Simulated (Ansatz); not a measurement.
We consider antifluorite K2S, described by PBE-D4 in Ansatz (PAW).

Run with plane-wave cutoff 500 eV, 8×8×8 k mesh, gaussian smearing 0.02 eV, scalar-relativistic PAW data made under PBE.

Cell (relaxed at this level):

Space group Fm-3m (No. 225); a = b = c = 7.400 Å, α = β = γ = 90.00°

```json
[
 {"atom": "K", "site": "8c", "symmetry": "-43m", "x": "0.2500", "y": "0.2500", "z": "0.2500"},
 {"atom": "S", "site": "4a", "symmetry": "m-3m", "x": "0.0000", "y": "0.0000", "z": "0.0000"}
]
```
(The calculation used a cell of 3 atoms; values per cell refer to that cell.)

Q: What does this level give for the band gap?

A: 
band gap: 2.39 eV (on the SCF k mesh)

Computed values are for the static lattice.

Ansatz is a program for electronic structure.
